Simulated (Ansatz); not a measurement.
Consider the following.

```
Cs2AgBiBr6
1.0
    7.94435     0.00000     0.00000
    0.00000    11.23501     0.00000
    3.97218     5.61750     4.05130
Cs Ag Bi Br
2 1 1 6
Direct
  0.50000   0.74909   0.00000
  0.50000   0.25091   0.00000
  0.00000   0.50000   0.00000
  0.00000   0.00000   0.00000
  0.49688   0.74925   0.50150
  0.50312   0.25075   0.49850
  0.00162   0.74925   0.50150
  0.99838   0.25075   0.49850
  0.00000   0.25327   0.00000
  0.00000   0.74673   0.00000
```

No spin polarisation.

Calculations: Kohn–Sham DFT with the r2SCAN functional, run in Ansatz (a quantum-chemistry and plane-wave program) with PAW and 500 eV plane waves, scalar-relativistic without spin-orbit coupling, earlier PAW set. Γ-centred 5×5×5 mesh, Fermi–Dirac width 0.05 eV.

Question: What is the computed electron mass?

Answer: 0.37 mₑ along k, 0.27 mₑ across (at L).

Question: What band gap does the calculation give?

Answer: 1.60 eV.

With Bi present, leaving out spin-orbit coupling can change the band edges. The cells carry an imposed strain or load. Effective masses come from finite differences of ±0.01 Å⁻¹. Along k means along the line from Γ to the band edge. No phonon test of stability was made. The cell was made from Cs$_{2}$AgBiBr$_{6}$ (space group Fm-3m, No. 225) by this change: biaxial strain −0.96 %, plane normal [110], relaxed out of plane.
